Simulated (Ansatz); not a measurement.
A computed series for HfC: response to strain

The parent structure is HfC in the rock salt structure (space group Fm-3m, No. 225; a = 4.6071 Å; relaxed with 0.1 eV smearing).

Strains are applied to the cell and any free atomic positions relax.

Computed with plane-wave PAW DFT at the PBEsol level (Ansatz, a program for electronic structure, 420 eV), no spin-orbit coupling.

Candidates:
(a) isotropic strain +2.00 %
(b) isotropic strain +1.50 %
(c) isotropic strain +2.50 %
(d) isotropic strain −2.00 %
(e) isotropic strain +0.50 %

Notes on the quantities. energy relative to the base: free energy F.

**Question.** Order them by energy relative to the base, highest first.

**Answer.** (c) isotropic strain +2.50 % (+50 meV/atom), (d) isotropic strain −2.00 % (+36 meV/atom), (a) isotropic strain +2.00 % (+32 meV/atom), (b) isotropic strain +1.50 % (+18 meV/atom), (e) isotropic strain +0.50 % (+2.1 meV/atom)

Stability against distortions was not tested. The final runs are not spin-polarised.
